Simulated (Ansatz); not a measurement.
SmCu2 (Imma, No. 74; cell taken from a computed entry) was calculated with LDA in Ansatz (PAW).

Settings: plane-wave cutoff 500 eV, 16×16×16 k mesh, Fermi–Dirac smearing 0.1 eV, spin-polarised start, scalar-relativistic PAW data made under PBE.

Computed at the level's own relaxed cell.

### Question
Give the computed volume per atom.

### Answer

volume per atom: 17.28 Å³/atom

The run finds no gap.

Note: the magnetic order was assumed, not searched for or taken from measurement; the relaxation could not lower the start's symmetry, so the cell can be a saddle point above a distorted one; the 4f shell is treated without U or exact exchange, so its levels and filling can be wrong.

Spin–orbit coupling is not included.

Computed values are for the static lattice.

Cost on a shared machine: roughly 100 core-minutes.

Ansatz is a first-principles code.
